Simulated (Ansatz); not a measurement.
Ansatz (a first-principles code), DFT, PBE, plane waves, its default PAW files: unreconstructed Si(100) slab of 8 layers, 2x2, O adatom, atoms displaced (Si32O), unrelaxed, 33 atoms. Basis and mesh were picked for this test and aren't claimed converged.

- cell: 7.68, 7.68, 31.10 Å; 90, 90, 90°
- distance to the nearest atom: 2.05 to 2.37 Å
- task: single point
- k mesh: 4×4×1
- hamiltonian.xc: pbe
- kind of files: paw
- scf.occupations.method: gaussian
- scf.occupations.width: 0.05 eV
- output.forces: true
- binding of workers (--pin): off
- k-point pools (--kpoint-pools): 1
- memory maximum (--max-ram): 8GiB
- accuracy: medium (default)
- basis.precision: auto (default)
- basis.xc_grid: 2 (default)
- scf.eigensolver.kind: auto (default)
- scf.convergence.dr2_threshold: 1e-07 (default)
- scf.lower_state_search: light (default)
- k-points after symmetry: 10
- bands at the start: 100
- electrons: 134
- plane waves at Γ: 35843
- cutoff (eV): 420
- FFT grid: 54×54×216
- symmetry operations: 1

Settings of this run: scf.mixing.algorithm = anderson, scf.mixing.preconditioner = auto, scf.mixing.ndim = 1; 4 threads.

```
iteration  dr2 (eV)     Hψ
---------  --------  -----
1            5.20e0   5532
2           1.50e-1   1150
3           2.69e-2   1495
4           2.24e-2   1428
5           1.04e-2   1423
6           1.05e-2   1428
7           7.96e-3   1423
8           8.10e-3   1424
9           7.39e-3   1424
10          7.75e-3   1425
11          7.77e-3   1372
12          8.52e-3   1454
13          9.16e-3   1397
14          1.05e-2   1509
…                 …      …
20          3.86e-2   1968
21          5.10e-2   2021
22          6.90e-2   2059
23          9.32e-2   2213
24          1.29e-1   2798
25          1.76e-1   2638
26          2.46e-1   2946
27          3.38e-1   2919
…                 …      …
31           1.26e0   4788
32           3.21e0  13567
33          3.28e-3   7847
34          8.82e-6   4777
35          3.46e-7   3656
36          1.11e-7   2763
37          1.11e-8   3299
38          1.11e-8   3284
```

It converged after 38 SCF iterations (all cycles of the run, searches included).

Task: The cycle is slow. Which setting should be changed?

Result: One answer among several that fit: scf.mixing.ndim = not set (11 SCF iterations (all cycles of the run, searches included)) or scf.mixing.ndim = 16 (11 SCF iterations (all cycles of the run, searches included)) or scf.mixing.ndim = 4 (12 SCF iterations (all cycles of the run, searches included)), all else kept. The first change moves the result by: energy under 0.001 meV/atom, forces (largest component) 0.081 meV/Å. Counts are of single runs.

Keys are those of Ansatz 0.2.
